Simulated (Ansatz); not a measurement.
The reference is MgTe in the zinc blende structure (space group F-43m, No. 216; a = 6.439 Å).

The values are results of Kohn–Sham DFT with the PBEsol functional, run in Ansatz (a program for electronic structure) with PAW and 420 eV plane waves, no spin-orbit coupling, not measurements.

For the base:

```
Quantity                   Value
-------------------  -----------
Gap character        direct at Γ
Smallest direct gap      2.35 eV
Density               3.78 g/cm³
```

One thing is altered: a hydrostatic pressure of 9 GPa.

Problem. What happens to the gap character?

Solution. The gap character becomes indirect, Γ → X (base: direct at Γ).

Problem. What does the calculation give for the smallest direct gap after the change?

Solution. The smallest direct gap goes up by 0.81 eV (2.35 eV → 3.16 eV).

Problem. Predict the new density.

Solution. The density grows by 0.72 g/cm³ (3.78 g/cm³ → 4.50 g/cm³).

With Te present, leaving out spin-orbit coupling can change the band edges. Load acts through the strain it causes; cell and atoms are relaxed under it. Stability against distortions was not tested. Tetrahedral semiconductors of this kind turn to denser phases somewhere between about 1 and 50 GPa; those were not computed, so compressed cells here can lie past the real transition.
